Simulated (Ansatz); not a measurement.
## Pressure series in LiNbO3

Consider LiNbO₃ (space group R3c, No. 161; a = 5.1898 Å, c = 14.0156 Å (hexagonal axes)).

Cell and atoms are relaxed at each pressure.

Levels (all Ansatz, a first-principles code, PAW): PBE (420 eV, spin-orbit coupling left out); r2SCAN (500 eV, no spin-orbit coupling).

The base cell above is that of PBE; each level relaxes its own structures.

```csv
case,"shortest interatomic distance, PBE","shortest interatomic distance, r2SCAN"
pressure −2 GPa,1.885 Å,?
pressure −1 GPa,1.885 Å,?
pressure 0.9 GPa,1.884 Å,?
pressure 2.1 GPa,1.884 Å,?
pressure 4.5 GPa,1.883 Å,1.876 Å
pressure 9 GPa,1.880 Å,1.873 Å
pressure 15 GPa,1.875 Å,1.867 Å
pressure 22.5 GPa,1.867 Å,1.860 Å
pressure 30 GPa,1.859 Å,1.850 Å
```

### Question
Some entries are withheld; estimate them.

### Answer

- pressure −2 GPa, shortest interatomic distance, r2SCAN: 1.879 Å
- pressure −1 GPa, shortest interatomic distance, r2SCAN: 1.879 Å
- pressure 0.9 GPa, shortest interatomic distance, r2SCAN: 1.878 Å
- pressure 2.1 GPa, shortest interatomic distance, r2SCAN: 1.877 Å

PBE lies above r2SCAN in every row, by 0.005 Å to 0.009 Å. Near ties aside, they put the cases in the same order.

Load acts through the strain it causes; cell and atoms are relaxed under it. Whether these cells are dynamically stable was not tested. Competing high-pressure phases were not computed.
